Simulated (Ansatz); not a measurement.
Bond-angle distributions (per cent of the angles at each element, bins of 10°) of a relaxed model of amorphous Zr20O41Be at 5.24 g/cm³. The numbers are results of PBE, scalar-relativistic without spin-orbit coupling (plane waves to 420 eV, PAW; Ansatz, an electronic-structure program), not measurements.

Preparation: random packing, a CHGNet melt and quench, and a DFT relaxation. O atoms were pushed apart under 1.9 Å during the dynamics, to hinder bonds among them. The hot cell started wider than the set density and was brought back towards it in steps. It is the lowest in DFT energy of 2 quenches. It is a model cell: composition and starting density were chosen by hand, and all elements were melted together. No dispersion term was used. Its density started from a set value of 5.24 and ended at 5.24 g/cm³. The simulated quench (nominally 380 K/ps over its main leg) is rapid and tends to freeze in more defects than a deposited or slowly cooled glass has. A cell of this size samples the disorder only roughly. The volume was held where the preparation left it and the shape relaxed, at a PBE pressure of -1.2 GPa (tension). Stress components on the final sampling reach 1.3 GPa. On a 2×2×2 Γ-centred mesh force components of up to 0.15 eV/Å stay, since the relaxation ran on the zone centre alone.

Bonds are counted up to Zr-Zr 3.41 Å, Zr-O 2.58 Å, Zr-Be 2.76 Å, O-O 1.58 Å, O-Be 1.94 Å, Be-Be 2.11 Å. Two cations that share two anions don't count as bonded, nor two that share one unless they lie closer than Zr-Zr 3.32 Å, Zr-Be 2.69 Å, Be-Be 2.05 Å.

```tsv
angle (°)	at Zr	at O
50-60	0	0
60-70	7	0
70-80	24	0
80-90	15	3
90-100	13	21
100-110	7	38
110-120	5	7
120-130	5	12
130-140	9	8
140-150	6	8
150-160	6	2
160-170	3	1
170-180	1	0
```

They go with these counts of neighbours within the cut-offs, cation contacts included: Zr mean 6.4, most often 6; O mean 3.2, most often 3.
